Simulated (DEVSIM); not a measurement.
Structure: Pd/La2O3/SiO2/p-Si capacitor, at 300 K.

Layer 1 from the left is La2O3, thickness (nm) 25.0. Layer 2 from the left is SiO2, thickness (nm) 0.980. Layer 3 from the left is Si, thickness (nm) 3400, Na (cm⁻³) 2.9e16.

Metal gate on the left, work function 5.2 eV. Fixed charge at the semiconductor interface -2.3e11 cm⁻² (in units of +e); no interface traps.

The device is made up for the run: typed textbook-type constants, with dimensions and the other settings drawn at random. Values at 300 K.

La2O3: gap (eV) 5.8, affinity (eV) 1.8, permittivity 27. SiO2: gap (eV) 9, affinity (eV) 0.9, permittivity 3.9. Si: gap (eV) 1.124, affinity (eV) 4.05, permittivity 11.7, Nc (cm⁻³) 2.86e19, Nv (cm⁻³) 3.1e19.

Model (solved in DEVSIM): 1D Poisson equation in equilibrium, Boltzmann statistics, complete ionisation; no quantum confinement or tunnelling. Metal contacts follow the ideal Schottky-Mott rule: no Fermi-level pinning, no interface dipoles.

### Question
What does the simulation give for the minimum of the low-frequency capacitance?

### Answer
minimum of the low-frequency capacitance 0.0581 μF/cm².
